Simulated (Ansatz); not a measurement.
Consider MgS in the rock salt structure (space group Fm-3m, No. 225; a = 5.2031 Å). Axes: x, y, z lie along the cube axes.

Calculations: plane-wave PAW DFT at the r2SCAN level (Ansatz, a quantum-chemistry and plane-wave program, 500 eV), no spin-orbit coupling.

For the base:

| Property | Value |
|---|---|
| Smallest direct gap | 4.64 eV |
| Pressure | 0.0 kbar |

It is then changed as follows: tensor shear ε_xz = +0.49 % (engineering shear γ = 0.0098); the atoms relax in the strained cell.

Task: What happens to the energy relative to the base?

Result: The energy grows by 0.3 meV/atom.

Task: Predict the new smallest direct gap.

Result: The smallest direct gap drops by 0.05 eV (4.64 eV → 4.59 eV).

Task: What does the calculation give for the pressure after the change?

Result: The pressure (mean of the normal stresses, compression positive) remains 0.0 kbar.

Stability against distortions was not tested.
